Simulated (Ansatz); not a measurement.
Ti3Al: pressure series

Consider Ti₃Al (space group P6_3/mmc, No. 194; a = 5.7556 Å, c = 4.6550 Å).

Cell and atoms are relaxed at each pressure.

Level of theory: PBE (Ansatz, a program for electronic structure; PAW; 420 eV plane waves; scalar-relativistic without spin-orbit coupling).

Notes on the quantities. enthalpy: H = E + PV relative to the base's energy.

```
case              lattice parameter a       enthalpy
----------------  -------------------  -------------
base                         575.6 pm              –
pressure −2 GPa              579.2 pm  -0.21 eV/atom
pressure −1 GPa              577.3 pm  -0.10 eV/atom
pressure 3 GPa                      …  +0.31 eV/atom
pressure 7 GPa               564.6 pm  +0.71 eV/atom
pressure 15 GPa                     …  +1.48 eV/atom
pressure 30 GPa              539.3 pm  +2.82 eV/atom
pressure 50 GPa              524.1 pm  +4.48 eV/atom
pressure 75 GPa              509.6 pm  +6.39 eV/atom
pressure 100 GPa                    …  +8.16 eV/atom
```

### Question
Fill in the withheld entries from the trend.

### Answer

- pressure 3 GPa, lattice parameter a: 570.6 pm
- pressure 15 GPa, lattice parameter a: 554.4 pm
- pressure 100 GPa, lattice parameter a: 498.0 pm

Load acts through the strain it causes; cell and atoms are relaxed under it. Whether these cells are dynamically stable was not tested. Competing high-pressure phases were not computed. All final runs are without spin polarisation.
